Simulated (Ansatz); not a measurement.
The starting structures come from a database of crystals and need not be the phases stable at ambient conditions.

 Where the default PAW files enter, the runs use the earlier of Ansatz's two default sets.

The decay constant κ of evanescent states in the gap governs leakage through a thin film.

```
KHO
1.0
    5.64683     0.00000     0.00000
   -2.62652     7.24777     0.00000
    0.00000     0.00000     3.96830
K H O
4 4 4
Direct
  0.71453   0.43483   0.24637
  0.28547   0.56517   0.75363
  0.78547   0.06517   0.74637
  0.21453   0.93483   0.25363
  0.19912   0.26556   0.38749
  0.80088   0.73444   0.61251
  0.30088   0.23444   0.88749
  0.69912   0.76556   0.11251
  0.08005   0.28740   0.22894
  0.91995   0.71260   0.77106
  0.41995   0.21260   0.72894
  0.58005   0.78740   0.27106
```

Space group of this cell: P2_1/c. The cell is taken as given.

Transport runs along the normal of the first two printed cell vectors.

No gap correction and no spin-orbit coupling; mid-gap values are interpolated between computed energies.

**Question.** Predict the band gap and the smallest decay constant κ at mid-gap from PBEsol run with Ansatz (a first-principles code).

**Answer.** Gap 3.85 eV on a 6×4×8 mesh; κ = 0.380 1/Å, at the zone centre.
